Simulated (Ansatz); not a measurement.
Consider C (space group R-3, No. 148; a hypothetical phase, not in the database extracts checked).

```
CELL_PARAMETERS angstrom
      3.15898     1.82384     1.28200
     -3.15898     1.82384     1.28200
      0.00000    -3.64768     1.28200
ATOMIC_POSITIONS crystal
  C  0.00006 0.69129 0.50024
  C  0.99994 0.30871 0.49976
  C  0.50024 0.00006 0.69129
  C  0.49976 0.99994 0.30871
  C  0.69129 0.50024 0.00006
  C  0.30871 0.49976 0.99994
  C  0.70011 0.70011 0.70011
  C  0.29989 0.29989 0.29989
```

Levels (all Ansatz, a quantum-chemistry and plane-wave program, PAW): PBEsol (420 eV, without spin-orbit coupling); r2SCAN (500 eV, no SOC); HSE06 (420 eV, scalar-relativistic without spin-orbit coupling).

At the geometry relaxed with PBEsol, these levels gave the following band gaps, in shuffled order: (a) 3.33 eV, (b) 4.59 eV, (c) 3.61 eV.

**Question.** Match each gap to its level.

**Answer.** (a) PBEsol; (b) HSE06; (c) r2SCAN.

Single points use the geometry relaxed with PBEsol. The hybrid gap comes from the SCF mesh plus the semilocal run's edge points and a few special points and is an upper bound. No phonon test of stability was made.
